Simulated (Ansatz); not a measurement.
Adsorption energy and surface dipole of O on the 1x1 (111) surface of fcc Ag, one in a 2x2 cell, started at the site 'hollow Ag-Ag-Ag over Ag at depth 4.7 Å', worked from the runs' numbers; total energies count from the potentials' own zero.

All values below come from PBE (plane waves to 420 eV, PAW; Ansatz, a program for electronic structure).

Model: 17-atom slab, 7.1 Å thick at the start under the adsorbate (thin: gaps and levels are the slab's own), 6x6x1 mesh, Fermi-Dirac 0.1 eV, dipole correction, 8 atoms held, the rest relaxed; start symmetry kept, larger cells not searched; spin-polarised, no spin-orbit, no U, no dispersion correction. The starting moment vanished. At the end it is bonded to 3 Ag. In PBE it is, or lies within 0.03 eV of, the lowest of the starts that converged.

```json
[
 {"quantity": "slab with the adsorbate", "value": "-122011.403 eV"},
 {"quantity": "clean slab, same cell and mesh", "value": "-121446.106 eV"},
 {"quantity": "reference, ½ O2(g)", "value": "-564.968 eV"},
 {"quantity": "area of the cell", "value": "29.81 Å²"},
 {"quantity": "change of the step from the bottom to the top vacuum level", "value": "1.146 eV"}
]
```

### Question
What is the adsorption energy against this reference?

### Answer
E(slab + adsorbate) − E(slab) − E(reference) = -0.33 eV, so in this state the adsorbate is more stable than in the reference, at a coverage of 3.35 a nm².

### Question
What dipole does adsorption add to the slab along the outward normal (Helmholtz relation, ε₀ = 0.005526 e/(V·Å))?

### Answer
p = −ε₀·A·ΔV = -0.189 e·Å = -0.91 D; its negative end points to the vacuum, which raises the vacuum level.
